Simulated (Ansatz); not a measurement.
Si (Fd-3m): band-edge transport data

Input:

```yaml
crystal:
  lattice:
    - [0.00000, 2.73708, 2.73708]
    - [2.73708, 0.00000, 2.73708]
    - [2.73708, 2.73708, 0.00000]
  atoms:
    - { symbol: Si, position: [0.25000, 0.25000, 0.25000] }
    - { symbol: Si, position: [0.00000, 0.00000, 0.00000] }
```

Level of theory: PBEsol, rigid bands (plane waves, PAW, scalar-relativistic; Ansatz, an electronic-structure program). Condition of this run: hydrostatic pressure -2 GPa (the target of the relaxation). Cell: cell and atoms relaxed with PBEsol, then loaded as said.

```json
{
  "band_gap": "0.50 eV",
  "electron conductivity mass (300 K, dilute)": "0.28 mₑ",
  "hole conductivity mass (300 K, dilute)": "0.32 mₑ",
  "effective density of states N_c (300 K)": "3.0e19 cm⁻³",
  "effective density of states N_v (300 K)": "3.5e19 cm⁻³",
  "density_of_states_mass_electrons": "1.13 mₑ",
  "density_of_states_mass_holes": "1.24 mₑ",
  "Seebeck coefficient, n-type 1e19 cm⁻³, 300 K": "-309 μV/K",
  "Seebeck coefficient, p-type 1e19 cm⁻³, 300 K": "319 μV/K",
  "best p-type power factor at 300 K for τ = 10 fs (best axis; densities from 1e16 to 1e21 cm⁻³ tried, whether or not they can be reached)": "16.6 μW/(cm·K²) at 1e20 cm⁻³"
}
```

Rigid bands; masses and Seebeck coefficients take one relaxation time τ for all states and one kind of carrier; polarons and phonon drag are left out. Spin-orbit coupling is left out; where it splits the top of the valence band, N_v and the p-type Seebeck coefficient come out somewhat high without it.
